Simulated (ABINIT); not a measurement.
**Pressure against volume in rutile-structure SiO2 (space group 136) (ABINIT, PBEsol)**

```yaml
crystal:
  lattice:
    - [4.05863, 0.00000, 0.00000]
    - [0.00000, 4.05863, 0.00000]
    - [0.00000, 0.00000, 2.59248]
  atoms:
    - { symbol: Si, position: [0.00000, 0.00000, 0.00000] }
    - { symbol: Si, position: [0.50000, 0.50000, 0.50000] }
    - { symbol: O, position: [0.30600, 0.30600, 0.00000] }
    - { symbol: O, position: [0.80600, 0.19400, 0.50000] }
    - { symbol: O, position: [0.19400, 0.80600, 0.50000] }
    - { symbol: O, position: [0.69400, 0.69400, 0.00000] }
```

Method: PBEsol, norm-conserving pseudopotentials (PseudoDojo nc-sr-04 PBEsol standard) (plane waves; ABINIT). Settings: pseudos = [Si.upf, O.upf]; ecut = 55 Ha; occopt = 3; tsmear = 0.00036749 Ha; ngkpt = 8 8 12; nshiftk = 1; shiftk = 0 0 0; potentials = PseudoDojo nc-sr-04 PBEsol standard; nband = 22; kptopt = 1; nstep = 80; tolvrs = 1e-12. The cell above is the first row's. The rows scale it uniformly. In all rows fractional positions and the k mesh are held.

```
V (Å^3/atom)  P (GPa)
------------  -------
7.1174          36.26
7.2722          26.77
7.4269          18.20
7.5816          10.46
7.7363           3.46
7.8911          -2.85
8.0458          -8.55
8.2005              ?
```

The 7 complete rows are fitted with a cubic, P against V. With u = V - 7.58, the rows have u = -0.46260, -0.30780, -0.15310, 0.00160, 0.15630, 0.31110, 0.46580. Least squares gives P = 10.530 - 47.598·u + 15.792·u² - 3.331·u³. Residuals (row less fit): 0.002, -0.004, 0.001, 0.006, -0.004, 0.000, 0.001; standard error 0.005 (degrees of freedom: 3). The fitted pressure is zero at V0 = 7.819, where dP/dV = -40.61, so B0 = -V0·dP/dV = 318 GPa.

Predict the withheld P at V = 8.2005 from the fit, and compare with the calculation.

u = 0.62050, so P = 10.530 - 47.598 × 0.62050 + 15.792 × 0.62050² - 3.331 × 0.62050³ = -13.720 GPa. The calculation gives -13.70 GPa, 0.020 GPa above the prediction (under 0.05 % of the range of P in the table). The row lies outside the fitted rows, so this is an extrapolation. From the scatter of the fitted rows alone, a prediction at this place has a standard error of 0.015 GPa, so the miss is 1.3 times that.

Carrying the step between the two nearest rows on in a straight line would have given -14.25, off by 0.55; series whose last step already gives the withheld value aren't shown. The scan was laid around a cell of about the measured size, scaled by a guess for this functional; axis ratios and inner coordinates come from that cell. This is stishovite, a high-pressure phase. The runs keep the symmetry of the cell, so they don't test it for distortions. The shape of the cell and the inner coordinates aren't relaxed, so V0 and B0 belong to this uniform scaling; a relaxed crystal lies no higher in energy and is usually softer (forces reach 0.68 eV/Å in these rows). 1 of the planned runs didn't end soundly and are left out. Cutoffs and mesh are single choices, not tested for convergence of this quantity. Series with a scatter that would blur these digits, or in which a gap closes, are not shown.
